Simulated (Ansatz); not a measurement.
# What biaxial strain −3.82 %, plane normal [001], relaxed out of plane does to hypothetical P4_2/mnm BP

Consider BP (space group P4_2/mnm, No. 136; a = 5.532 Å, c = 3.187 Å; a hypothetical phase, not in the database extracts checked). Axes: x, y, z lie along a, b, c of the conventional cell.

Now apply this change: biaxial strain −3.82 %, plane normal [001], relaxed out of plane (Cartesian); in-plane vectors clamped, the third vector and the atoms free.

The values are results of PBEsol, PAW, 420 eV (Ansatz, a program for electronic structure; without spin-orbit coupling), not measurements. Γ-centred 6×6×10 mesh, Fermi–Dirac width 0.05 eV.

```tsv
quantity	base	changed	shift
volume per atom	12.19 Å³	11.40 Å³	-0.79 Å³
shortest interatomic distance	3.662 bohr	3.611 bohr	-0.051 bohr
band gap	0.26 eV	zero	–
out-of-plane strain (rough)	–	+1.07 %	–
mean in-plane stress (compression positive) (rough)	–	+16.6 GPa	–
```

Final structure (turned so that z lies along the plane normal):

```xyz
8
Lattice="5.3210 0.0000 0.0000 0.0000 5.3210 0.0000 0.0000 0.0000 3.2215" Properties=species:S:1:pos:R:3 pbc="T T T"
B      1.6980     3.6230     0.0000
B      3.6230     1.6980     0.0000
B      4.3585     4.3585     1.6108
B      0.9625     0.9625     1.6108
P      1.6895     1.6895     0.0000
P      3.6315     3.6315     0.0000
P      0.9710     4.3500     1.6108
P      4.3500     0.9710     1.6108
```

The mesh was chosen for an insulator and is coarse for the gapless case. Without a gap, meshes like the base's 6×6×10 leave anisotropic stresses uncertain by several tenths of a GPa, and small strain energies with them. No phonon test of stability was made. All final runs are without spin polarisation. The zero or small gap of BP can change with the level of theory.
